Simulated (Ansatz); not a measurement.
## GaP, response to strain

Consider GaP in the zinc blende structure (space group F-43m, No. 216; a = 5.439 Å).

Strains are applied to the cell and any free atomic positions relax.

Method: PBEsol in Ansatz (plane waves to 420 eV, PAW, spin-orbit coupling left out).

Candidates:
(a) isotropic strain −0.50 %
(b) isotropic strain +2.00 %
(c) isotropic strain −3.00 %

Notes on the quantities. energy relative to the base: free energy F.

Q: Order them by energy relative to the base, lowest first.

A: (a) isotropic strain −0.50 % (+1.2 meV/atom), (b) isotropic strain +2.00 % (+18 meV/atom), (c) isotropic strain −3.00 % (+48 meV/atom)

Stability against distortions was not tested.

Ansatz is an electronic-structure program.
